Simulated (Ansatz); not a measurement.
An Ansatz (a program for electronic structure) run: TaSi2 with a change (biaxial strain −0.38 %, plane normal [001], relaxed out of plane); PBE (Ansatz, PAW, spin-orbit coupling left out).

Input:

Ansatz 0.2 input:
```yaml
crystal:
  lattice:
    - [4.7847352514, 0, 0]
    - [2.3923676257, 4.1437022781, 0]
    - [0, 0, 6.6159658107]
  atoms:
    - { symbol: Ta, position: [0.5, 0.5, 0] }
    - { symbol: Ta, position: [0.5, 0, 0.3333333333] }
    - { symbol: Ta, position: [0, 0.5, 0.6666666667] }
    - { symbol: Si, position: [0.1590300236, 0.1590300236, 0] }
    - { symbol: Si, position: [0.8409699764, 0.3180600472, 0.3333333333] }
    - { symbol: Si, position: [0.6819399528, 0.1590300236, 0.6666666667] }
    - { symbol: Si, position: [0.8409699764, 0.8409699764, 0] }
    - { symbol: Si, position: [0.1590300236, 0.6819399528, 0.3333333333] }
    - { symbol: Si, position: [0.3180600472, 0.8409699764, 0.6666666667] }
basis: { ecutwfc: 420, ecutrho_ratio: 4, xc_grid: 2, fft_grid_basis: typed }
kpoints: { mp_grid: { grid: [11, 11, 7] } }
hamiltonian:
  xc: pbe
  dispersion: none
  pseudopotentials: { kind: paw }
scf: { occupations: { method: fermi_dirac, width: 0.05 } }
relax: { f_tol: 0.005, max_steps: 50, cell: { stress_tol: 0.01, fix: [a, b, gamma] } }
output: { forces: true, stress: true }
checkpoint: { write: state.ck, write_every: 1000 }
```

Output (explanatory and most iteration lines left out):

```
Relaxation: its limit of steps is 50 (relax.max_steps)
Pseudopotential: Ta, paw, valence charge 13
Pseudopotential: Si, paw, valence charge 4
Crystal: 9 atoms, lattice volume = 131.172 Å³
Basis set: ecut = 420 eV, 2537 PW (Γ), exchange–correlation on 64×64×90 points (8 copies of the dense FFT grid, shifted against one another)
Bands: 41, of which v1, the nominal top of the filled ones, is band 32 counted from 1 (31 counted from 0)
Symmetry: 12 space group operations
Space group: P6222 (ITA 180), of the structure as read, at distance tolerance 5.1e-5 Å
k-points: 64 of 847 (time reversal used)
Functional: x = pbe(κ = 0.804, μ = 0.2195149727645171), c = pbe(β = 0.06672455060314922)
SCF iter   1: F=—  HF=-33615.932802 eV  |F-HF|=—  |Δ(HF+E_count)|=         —  Δρ=3.91e-3  dr2=1.23e-2  ethr=1.77e-3  ⟨swp⟩=6.9  Hψ=12401  notcnv=0  defer=18
SCF iter   2: F=—  HF=-33615.933910 eV  |F-HF|=—  |Δ(HF+E_count)|=   1.11e-3  Δρ=2.20e-3  dr2=3.22e-3  ethr=1.95e-5  ⟨swp⟩=2.1  Hψ=3731  notcnv=0  defer=59
SCF 1 converged in 6 iterations: F = -33615.934833 eV  dr2 = 6.09e-9
relax step   1: F+E_penalty+E_count = -33615.93483302 eV  Δ(F+E_penalty+E_count) = +0.000e0 eV  max|allowed force component| = 1.534e-2 eV/Å  Δτ_max = 0.0000 Å  P = +0.941 GPa  Ω = 131.172 Å³  fix = [a, b, gamma]  reactions: a +1.528, b +1.528 GPa  (6 SCF iters, dr2 threshold 1.00e-7 eV, accepted)
[... steps on the carried basis left out ...]
relax step   3: F+E_penalty+E_count = -33615.93494101 eV  Δ(F+E_penalty+E_count) = -7.018e-6 eV  max|allowed force component| = 2.233e-4 eV/Å  Δτ_max = 0.0002 Å  P = +1.039 GPa  Ω = 131.111 Å³  energy of the carried Pulay correction = +1.752e-5 eV  fix = [a, b, gamma]  reactions: a +1.558, b +1.558 GPa  (3 SCF iters, dr2 threshold 4.46e-8 eV, accepted)
Crystal: 9 atoms, lattice volume = 131.111 Å³
SCF iter   1: F=—  HF=-33615.934856 eV  |F-HF|=—  |Δ(HF+E_count)|=         —  Δρ=5.27e-6  dr2=3.85e-8  ethr=2.55e-7  ⟨swp⟩=3.0  Hψ=18695  notcnv=0
SCF iter   2: F=—  HF=-33615.934922 eV  |F-HF|=—  |Δ(HF+E_count)|=   6.63e-5  Δρ=1.84e-6  dr2=5.13e-9  ethr=6.11e-11  ⟨swp⟩=3.0  Hψ=5866  notcnv=0
SCF 4 converged in 5 iterations: F = -33615.934922 eV  dr2 = 1.18e-12
SCF converged after 5 iterations
Free energy (F): -33615.934922 eV
Internal energy: -33615.907882 eV  (E = F + TS)
E sigma→0 (E₀):  -33615.921402 eV
Entropy (-TS):   -0.027040 eV (-3.004 meV/atom)
Fermi energy:    15.076265 eV
--- Forces (eV/Å), atoms counted from 1 ---
  atom   1  Ta    -0.00000000     0.00000000    -0.00000000
  atom   2  Ta     0.00000000    -0.00000000    -0.00000000
  atom   3  Ta    -0.00000000     0.00000000     0.00000000
  atom   4  Si     0.00020475     0.00011821    -0.00000000
  atom   5  Si     0.00000000     0.00023643     0.00000000
  atom   6  Si    -0.00020475     0.00011821    -0.00000000
  atom   7  Si    -0.00020475    -0.00011821     0.00000000
  atom   8  Si     0.00000000    -0.00023643    -0.00000000
  atom   9  Si     0.00020475    -0.00011821     0.00000000
--- Stress (GPa, compression-positive) ---
        1.559314      -0.000000       0.000000
       -0.000000       1.559314       0.000000
        0.000000       0.000000      -0.000508
  P = ⅓ Tr σ = 1.0394 GPa (10.394 kbar)
--- Relaxed structure (3 steps of the walk, 3 accepted, 1 SCFs on fresh bases) ---
  cell:  # Å, volume = 131.1113 Å³
    - [4.784735251402701, 7.054360360011798e-99, -1.5113692517647654e-34]
    - [2.3923676257013504, 4.143702278097662, -5.205890792074067e-34]
    - [-2.0898057617895485e-34, -7.105339590084465e-34, 6.6129265878929795]
  atoms:
    - { symbol: Ta, position: [0.5000000000000001, 0.5, -5.390803151192591e-37] }
    - { symbol: Ta, position: [0.5, -3.634036061504011e-21, 0.33333333333333337] }
    - { symbol: Ta, position: [-2.804006014250486e-35, 0.5, 0.6666666666666667] }
    - { symbol: Si, position: [0.15915246596425095, 0.15915246596425098, 2.371953386524764e-35] }
    - { symbol: Si, position: [0.8408475340357491, 0.31830493192850196, 0.33333333333333337] }
    - { symbol: Si, position: [0.681695068071498, 0.15915246596425098, 0.6666666666666667] }
    - { symbol: Si, position: [0.8408475340357491, 0.8408475340357492, -5.390803151192644e-36] }
    - { symbol: Si, position: [0.15915246596425098, 0.681695068071498, 0.33333333333333337] }
    - { symbol: Si, position: [0.3183049319285019, 0.8408475340357492, 0.6666666666666667] }
```

Without a gap, meshes like the base's 11×11×7 leave anisotropic stresses uncertain by several tenths of a GPa, and small strain energies with them. Stability against distortions was not tested. The final runs are not spin-polarised. The cell was made from TaSi2 (space group P6_222, No. 180) by this change: biaxial strain −0.38 %, plane normal [001], relaxed out of plane.
